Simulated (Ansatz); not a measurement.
Start from BeS in the zinc blende structure (space group F-43m, No. 216; a = 4.8380 Å).

The values are results of PBEsol in Ansatz (plane waves to 420 eV, PAW, no SOC), not measurements.

For the base:

| Quantity | Value |
|---|---|
| Electron mass | 0.80 mₑ along k, 0.28 mₑ across (at X) |
| Shortest interatomic distance | 2.095 Å |

One thing is altered: a hydrostatic pressure of 45 GPa.

Question: Estimate the effect on the electron mass and shortest interatomic distance.

Answer: The electron mass changes from 0.80 mₑ along k, 0.28 mₑ across (at X) to 0.74 mₑ along k, 0.24 mₑ across (at X); the shortest interatomic distance falls by 0.184 Å, from 2.095 Å to 1.911 Å.

The levels and masses belong to the bands next to the band gap. Load acts through the strain it causes; cell and atoms are relaxed under it. Masses are band curvatures over ±0.01 Å⁻¹ around the edge. Along k means along the line from Γ to the band edge. Whether these cells are dynamically stable was not tested. No other phases were tried under pressure.

Ansatz is a program for electronic structure.
